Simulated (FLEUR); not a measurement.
**Several settings converged on Rh (Fm-3m, 1 atom in the cell)**

```
CELL_PARAMETERS angstrom
      0.00000     1.90950     1.90950
      1.90950     0.00000     1.90950
      1.90950     1.90950     0.00000
ATOMIC_POSITIONS crystal
  Rh 0.00000 0.00000 0.00000
```

Base method: PBE, all-electron FLAPW (FLEUR), scalar-relativistic valence.

Base settings: Kmax = 4.2 1/bohr; GmaxXC = 16.8 1/bohr; xcFunctional = pbe; jspins = 1; l_soc = F; mode = hist; fermiSmearingEnergy = 0.00367493 Htr; mesh (inpgen div1-3) = 9 9 9; inpgen gamma flag = false; Gmax = 16.8 1/bohr.

Core times come from one kind of shared machine, to one figure; runs under 30 s give none.

**The k-point mesh at a smearing width of 0.02 eV**

In this ladder: fermiSmearingEnergy = 0.00073499 Htr. Moved along: kpt_gamma.

Only quantities that move along the ladder and can be compared are tabulated.

| kpt_div | free energy less the last step's (meV/atom) | core time / last (rough) |
|---|---|---|
| 5 5 5 | 147.00 | – |
| 6 6 6 | 81.12 | – |
| 8 8 8 | 30.70 | – |
| 9 9 9 | 7.43 | – |
| 11 11 11 | 9.78 | – |
| 13 13 13 | -1.69 | 0.1 |
| 16 16 16 | 0.36 | 0.1 |
| 24 24 24 | -1.19 | 0.3 |
| 35 35 35 | 0.00 | 1 |

Coarsest kpt_div that holds the free energy within 5 meV/atom of the last step, with all finer ones: 13 13 13, at about 0.1 of the last step's time; the step before is off by 9.8 meV/atom.

**The width of Fermi-Dirac smearing**

In this ladder: kpt_div = 15 15 15.

Narrow widths need finer meshes than wide ones, so the last steps can hold mesh noise.

Only quantities that move along the ladder and can be compared are tabulated; pressure and forces are left out, as mesh noise rules them at narrow widths.

| fermiSmearingEnergy | free energy less the last step's (meV/atom) | energy extrapolated to zero width less the last step's (meV/atom) |
|---|---|---|
| 0.0367493 Htr | -1904.46 | -240.12 |
| 0.0183747 Htr | -540.68 | -36.42 |
| 0.0110248 Htr | -199.63 | -3.49 |
| 0.00734986 Htr | -85.62 | 1.38 |
| 0.00367493 Htr | -16.68 | 0.13 |
| 0.00183747 Htr | 0.00 | 0.00 |

Widest fermiSmearingEnergy that holds the energy extrapolated to zero width within 2 meV/atom of the last step, with all finer ones: 0.00734986 Htr; the step before is off by 3.5 meV/atom.

Widest fermiSmearingEnergy that holds the free energy within 5 meV/atom: not settled: the last two steps still differ by 17 meV/atom, over half the tolerance, so the ladder does not show it.

The extrapolation to zero width removes most of the smearing's effect on the energy.

On the base run: the starting cell has typed, rounded lattice constants, without a prior relaxation at this level. Its lattice was rescaled by up to half a per cent. Spin polarisation is off. Values depend on the basis (sphere radii, cutoffs, local orbitals), which need not be converged.

Left out of this page: 2 runs of the series outside the window shown, repeating another row's setting, or not comparable.
